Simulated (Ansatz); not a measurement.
# Effect of isotropic strain −1.00 % on BN

Base system: BN in the zinc blende structure (space group F-43m, No. 216; a = 3.606 Å).

It is then changed as follows: every lattice vector is shortened by 1.00 %, atoms relaxed at fixed cell.

Method: PBEsol (Ansatz, a first-principles code, PAW, no spin-orbit coupling). k-mesh 16×16×16 (Γ-centred); smearing 0.05 eV (Fermi–Dirac).

```csv
quantity,base,changed,shift
space group,F-43m (No. 216),F-43m (No. 216),–
shortest interatomic distance,1.561 Å,1.546 Å,-0.0156 Å
energy relative to the base (free energy F),0 meV/atom,+6.5 meV/atom,+6.5 meV/atom
band gap,4.30 eV,4.33 eV,+0.03 eV
gap character,"indirect, Γ → X","indirect, Γ → X",–
smallest direct gap,8.81 eV,8.95 eV,+0.14 eV
mean gap deformation potential ΔEg/Δln V,–,-1.0 eV,–
electron mass,"0.89 mₑ along k, 0.29 mₑ across (at X)","0.88 mₑ along k, 0.29 mₑ across (at X)",–
"hole mass (degenerate bands, along [100])",0.52 mₑ (at Γ),0.51 mₑ (at Γ),–
```

Final structure:

```yaml
crystal:
  lattice:
    - [0.00000, 1.78481, 1.78481]
    - [1.78481, 0.00000, 1.78481]
    - [1.78481, 1.78481, 0.00000]
  atoms:
    - { symbol: B, position: [0.00000, 0.00000, 0.00000] }
    - { symbol: N, position: [0.25000, 0.25000, 0.25000] }
```

Cost of the whole job for the changed cell (relaxation, final SCF and bands): about 3 core-seconds (a rough figure).

Effective masses come from finite differences of ±0.01 Å⁻¹. Along k means along the line from Γ to the band edge. No phonon test of stability was made.
